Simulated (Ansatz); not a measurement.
## A computed series for Mg2NbN3: pressure series

Base system: Mg2NbN3 (space group C2/c, No. 15; a = 9.450 Å, b = 6.146 Å, c = 5.685 Å, α = γ = 90.00°, β = 117.62°; a cell from a computed database, its experimental status unchecked).

Cell and atoms are relaxed at each pressure.

Level of theory: plane-wave PAW DFT at the PBEsol level (Ansatz, an electronic-structure program, 420 eV), spin-orbit coupling left out.

Notes on the quantities. enthalpy: H = E + PV relative to the base's energy.

| change | band gap | shortest interatomic distance | enthalpy | density |
|---|---|---|---|---|
| base | 1.33 eV | 1.915 Å | – | 4.17 g/cm³ |
| pressure −2 GPa | 1.34 eV | 1.920 Å | -0.15 eV/atom | 4.11 g/cm³ |
| pressure −1 GPa | 1.34 eV | 1.917 Å | -0.08 eV/atom | 4.14 g/cm³ |
| pressure 0.3 GPa | 1.33 eV | 1.915 Å | +0.02 eV/atom | 4.18 g/cm³ |
| pressure 0.7 GPa | 1.33 eV | 1.914 Å | +0.05 eV/atom | 4.19 g/cm³ |
| pressure 1.5 GPa | 1.33 eV | 1.912 Å | +0.11 eV/atom | 4.21 g/cm³ |
| pressure 3 GPa | 1.32 eV | 1.909 Å | +0.23 eV/atom | 4.25 g/cm³ |
| pressure 5 GPa | … | … | +0.37 eV/atom | … |
| pressure 7.5 GPa | 1.30 eV | 1.900 Å | +0.56 eV/atom | 4.36 g/cm³ |
| pressure 10 GPa | 1.29 eV | 1.895 Å | +0.74 eV/atom | 4.42 g/cm³ |

Problem. What belongs in the blanks?

Solution. 
- pressure 5 GPa, band gap: 1.31 eV
- pressure 5 GPa, shortest interatomic distance: 1.905 Å
- pressure 5 GPa, density: 4.30 g/cm³

Load acts through the strain it causes; cell and atoms are relaxed under it. No phonon test of stability was made. Competing high-pressure phases were not computed.
